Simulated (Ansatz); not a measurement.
Base system: MgF2 in the rutile structure (space group P4_2/mnm, No. 136; a = 4.639 Å, c = 3.062 Å). Axes: x, y, z lie along a, b, c of the conventional cell.

It is then changed as follows: biaxial strain −3.88 %, plane normal [001], relaxed out of plane (Cartesian); in-plane vectors clamped, the third vector and the atoms free.

Levels (all Ansatz, a program for electronic structure, PAW): PBEsol (420 eV, scalar-relativistic without spin-orbit coupling); r2SCAN (500 eV, no SOC).

The geometry is relaxed with PBEsol.

* **PBEsol lowest conduction level above the VBM at special points**: Γ 7.14 eV; X 9.65 eV; M 11.40 eV; Z 11.70 eV
* **PBEsol pressure**: 5.28 GPa
* **PBEsol gap character**: direct at Γ

Task: How does going to r2SCAN change the lowest conduction level above the VBM at special points, pressure and gap character?

Result: The lowest conduction level above the VBM at special points changes from Γ 7.14 eV; X 9.65 eV; M 11.40 eV; Z 11.70 eV to Γ 8.24 eV; X 10.77 eV; M 12.51 eV; Z 12.88 eV; the pressure falls by 1.186 GPa, from 5.28 GPa to 4.10 GPa; the gap character is still direct at Γ.

Single points use the geometry relaxed with PBEsol. Their cutoffs differ, which shifts pressures a little. Stability against distortions was not tested. The base started in Pnnm and relaxed to P4_2/mnm at this level.
